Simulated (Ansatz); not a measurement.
LuAlN₂ (model structure, started from the ScAlN2 type, P3m1, No. 156, 4 atoms in the cell)

Calculation: PBEsol (PAW; Ansatz, a program for electronic structure).

Settings: plane-wave cutoff 520 eV, 12×12×6 k mesh (along the axes of the cell as run), Fermi–Dirac smearing 0.01 eV, scalar-relativistic PAW data made under PBE.

Cell (relaxed with PBEsol):

Space group P3m1 (No. 156); a = 3.398 Å, b = 3.398 Å, c = 5.344 Å, α = 90.00°, β = 90.00°, γ = 120.00°

```json
[
 {"atom": "Lu", "site": "1b", "symmetry": "3m.", "x": "0.3333", "y": "0.6667", "z": "0.9943"},
 {"atom": "N", "site": "1b", "symmetry": "3m.", "x": "0.3333", "y": "0.6667", "z": "0.4137"},
 {"atom": "Al", "site": "1c", "symmetry": "3m.", "x": "0.6667", "y": "0.3333", "z": "0.5064"},
 {"atom": "N", "site": "1c", "symmetry": "3m.", "x": "0.6667", "y": "0.3333", "z": "0.8555"}
]
```

```
Property                                      Result
-------------------------------------------  -------
band gap                                     2.11 eV
smallest direct gap on the k points sampled  2.79 eV
```

Note: the relaxation could raise the start's symmetry but not lower it, so the cell can be a saddle point.

Spin–orbit coupling is not included.

Static lattice: no zero-point or thermal effects.

Cost on a shared machine: roughly 8 core-seconds.

A model structure was made by putting elements into a prototype or built by hand; it is no filed structure, need not be a known phase, and can be a saddle point held by its symmetry.
